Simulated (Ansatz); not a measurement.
Structure of amorphous Ga24O39Mo (periodic cell):

```xyz
64
Lattice="9.3797 0.0954 -0.0322 0.0954 9.3111 0.0342 -0.0322 0.0342 9.3158" Properties=species:S:1:pos:R:3 pbc="T T T"
Ga     8.5946     8.7826     4.1978
Ga     3.5259     1.3009     6.9241
Ga     7.1134     5.6861     5.0463
Ga     4.1240     2.8411     0.2295
Ga     5.2773     5.7809     0.4783
Ga     4.8920     7.6656     6.5385
Ga     0.2943     4.5149     3.4416
Ga     7.4595     3.8664     1.3255
Ga     2.8129     5.6359     5.0037
Ga     0.0189     2.3075     8.3527
Ga     6.9297     1.0190     6.5981
Ga     7.6633     7.3817     1.9406
Ga     7.3172     7.2768     7.9869
Ga     5.0071     7.5530     3.6370
Ga     5.6732     1.0778     2.1452
Ga     0.4960     1.7269     5.1982
Ga     0.2063     4.8986     6.7390
Ga     2.7482     6.6033     1.9540
Ga     1.5174     4.4310     0.5277
Ga     2.8792     2.5597     3.3756
Ga     8.4125     0.5273     0.7147
Ga     2.5769     9.0177     4.4671
Ga     5.2864     3.1621     4.9444
Ga     2.4674     0.5903     1.0051
O      7.1579     5.8380     0.9873
O      5.2539     1.8663     6.3983
O      1.2482     5.4306     8.1620
O      2.4675     8.0366     0.7058
O      6.7866     3.9563     5.5062
O      6.1771     8.6231     2.6293
O      5.5998     3.9072     0.4698
O      9.1351     3.7598     0.2269
O      2.7648     7.1186     3.7937
O      7.9276     7.0143     3.9250
O      4.6166     6.4053     2.1633
O      7.9794     1.1355     5.0182
O      4.3602     1.0330     0.7456
O      0.2884     2.9982     6.6669
O      7.2592     1.8629     1.5066
O      6.6453     8.5052     6.6880
O      3.1797     5.7323     0.1694
O      7.9203     4.3585     3.0734
O      8.9335     8.8114     2.3492
O      5.5295     6.6888     8.1604
O      0.9399     5.3069     5.0587
O      7.8740     1.3857     8.1485
O      0.8043     1.0128     0.2208
O      4.3668     8.7669     4.9849
O      8.0712     6.0546     6.7381
O      7.8703     8.1719     0.1588
O      2.9462     2.5391     8.1455
O      0.8821     7.8991     7.8180
O      2.5625     0.6973     2.8387
O      3.5321     8.7475     7.6189
O      2.7010     3.2117     1.4598
O      1.1915     5.4982     2.0699
O      3.5921     4.0318     4.5600
O      2.4849     1.4847     5.4015
O      5.3847     6.4037     5.0746
O      0.8271     9.0302     5.0899
O      0.9753     2.7880     3.6930
O      3.1803     6.4771     6.6275
O      4.8594     2.2198     3.3687
Mo     2.3740     7.2102     8.2031
```

These are PBE, scalar-relativistic without spin-orbit coupling (plane waves to 420 eV, PAW; Ansatz, a first-principles code) values and carry that method's errors.

The cell was made by melting and quenching with the CHGNet potential and then relaxed with DFT. O atoms were pushed apart under 1.9 Å during the dynamics, to hinder bonds among them. The hot cell started wider than the set density and was brought back towards it in steps. It is the lowest in DFT energy of 2 quenches. It is a model cell: composition and starting density were chosen by hand, and all elements were melted together. No dispersion term was used. Its density started from a set value of 4.95 and ended at 4.89 g/cm³. The simulated quench (nominally 220 K/ps over its main leg) is rapid and tends to freeze in more defects than a deposited or slowly cooled glass has. One small periodic cell is one sample of the glass; other quenches scatter about these values. Volume and shape were free in the relaxation.

Bonds are counted up to Ga-Ga 2.68 Å, Ga-O 2.40 Å, Ga-Mo 2.86 Å, O-O 1.58 Å, O-Mo 2.42 Å, Mo-Mo 3.04 Å. Two cations that share two anions don't count as bonded, nor two that share one unless they lie closer than Ga-Ga 2.61 Å, Ga-Mo 2.78 Å, Mo-Mo 2.95 Å.

Give the coordination numbers, mean bond lengths and angles.


* **Mean coordination of Ga by anions**: 4.54 (13 with 4, 9 with 5, 2 with 6)
* **Mean coordination of O**: 2.95 (1 with 1, 3 with 2, 32 with 3, 3 with 4)
* **Mean coordination of Mo by anions**: 6.00 (1 with 6)
* **Mean Ga-O bond**: 1.933 Å (spread 0.088 Å, 109 counted)
* **Mean O-Mo bond**: 1.969 Å (spread 0.139 Å, 6 counted)
* **Bond angle at Ga**: mean 107.1°, spread 22.9°
* **Bond angle at O**: mean 115.3°, spread 16.2°
* **Bond angle at Mo**: mean 103.6°, spread 27.8°

List the pairs of like atoms that count as bonded by the rules above.

There are none by these rules.
